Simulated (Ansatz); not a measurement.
Input:

```yaml
crystal:
  lattice:
    - [0.00000, 1.75918, 1.75039]
    - [1.75918, 0.00000, 1.75039]
    - [1.75918, 1.75918, 0.00000]
  atoms:
    - { symbol: Cu, position: [0.00000, 0.00000, 0.00000] }
```

No spin polarisation.

All numbers come from Ansatz (a first-principles code) LDA, scalar-relativistic without spin-orbit coupling. k-mesh 32×32×32 (Γ-centred); smearing 0.1 eV (Fermi–Dirac).

Estimate the stress (xx, yy, zz, yz, xz, xy; compression positive).

(0.8, 0.8, 1.2, 0.0, 0.0, 0.0) GPa.

What is the computed space group?

I4/mmm (No. 139).

Predict the band gap.

Zero.

The cells carry an imposed strain or load. No phonon test of stability was made. The final runs are not spin-polarised. The cell was made from Cu in the fcc (Cu type) structure (space group Fm-3m, No. 225) by this change: uniaxial strain ε_zz = −0.50 %.
